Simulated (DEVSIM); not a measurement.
System: abrupt Si p-n junction, at 300 K.

```csv
layer (left to right),material,thickness (μm),Nd (cm⁻³),Na (cm⁻³),τn (s),τp (s)
1,Si,2.40,-,1.7e15,1.9e-7,1.9e-7
2,Si,0.320,3.8e14,-,1.9e-7,1.9e-7
```

Left contact: ohmic. Right contact: ohmic. Voltage is applied to the left contact. Recombination: SRH at mid-gap, radiative. Mobility is μmin + (μ − μmin)/(1 + (N/Nref)^α).

Constants are typed, rounded textbook-type inputs, not results; the design itself was drawn at random and stands for no fabricated device. Values at 300 K; Nc and Nv go as T^1.5, mobilities as T to minus their exponent, the gap by Varshni's rule with the affinity fixed.

```tsv
parameter	Si
gap (eV)	1.124
affinity (eV)	4.05
permittivity	11.7
Nc (cm⁻³)	2.86e19
Nv (cm⁻³)	3.1e19
μn (cm²/Vs)	1417
μp (cm²/Vs)	470
μn,min	52
μp,min	45
Nref,n	9.7e16
Nref,p	2.2e17
αn	0.68
αp	0.72
T exponent of μn	2.3
T exponent of μp	2.2
B (cm³/s)	4.7e-15
Varshni α (eV/K)	0.000473
Varshni β (K)	636
```

Simulated with DEVSIM: 1D drift-diffusion, Boltzmann statistics, complete ionisation; no tunnelling, impact ionisation, image-force lowering or self-heating.

The temperature was swept, all else fixed.

| temperature (K) | largest field in the device at zero bias (V/cm) | dark forward voltage at 100 A/cm² (V) | potential step across the device at zero bias (V) |
|---|---|---|---|
| 250 | 13000 | 0.778 | 0.695 |
| 300 | 11000 | 0.704 | 0.580 |
| 350 | 9300 | 0.635 | 0.462 |
| 400 | 7300 | 0.570 | 0.341 |
| 450 | (withheld) | (withheld) | 0.219 |
| 500 | 3200 | 0.430 | 0.108 |

Complete the blanks.


- 450, largest field in the device at zero bias (V/cm): 5200
- 450, dark forward voltage at 100 A/cm² (V): 0.507
